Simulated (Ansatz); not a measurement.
## AgI under a change: 2 layers

The parent structure is AgI in the rock salt structure (space group Fm-3m, No. 225; a = 5.985 Å; a cell from a computed database, its experimental status unchecked). Axes: x, y, z lie along the cube axes.

The change: a free-standing slab of 2 layers (4 atoms, 2 a layer) is cut normal to the z axis, with 15 Å of vacuum and the in-plane cell held at bulk.

All numbers come from PBEsol (Ansatz, a quantum-chemistry and plane-wave program, PAW, scalar-relativistic without spin-orbit coupling). Γ-centred 8×8×1 mesh, Fermi–Dirac width 0.05 eV, for the changed cell.

```csv
quantity,base,changed,shift
layer's space group (with vacuum),–,P4/nmm (No. 129),–
shortest interatomic distance,2.992 Å,2.844 Å,-0.148 Å
band gap,0.38 eV,1.32 eV,+0.94 eV
gap character,–,"indirect, X → M",–
excess energy per area of both faces (slab less bulk energy over the cell's area: twice a surface energy),–,0.27 J/m²,–
```

Final structure:

```yaml
crystal:
  lattice:
    - [4.23181, 0.00000, 0.00000]
    - [0.00000, 4.23181, 0.00000]
    - [0.00000, 0.00000, 17.99234]
  atoms:
    - { symbol: Ag, position: [0.25000, 0.75000, 0.43544] }
    - { symbol: I, position: [0.75000, 0.25000, 0.40649] }
    - { symbol: Ag, position: [0.75000, 0.25000, 0.56456] }
    - { symbol: I, position: [0.25000, 0.75000, 0.59351] }
```

Slab and bulk use different k-meshes, which limits the precision of the excess energy. With I present, leaving out spin-orbit coupling can change the band edges. Stability against distortions was not tested. This is not the structure that AgI has at room temperature and ambient pressure. Labels are those of the standard path for the cell's own space group.
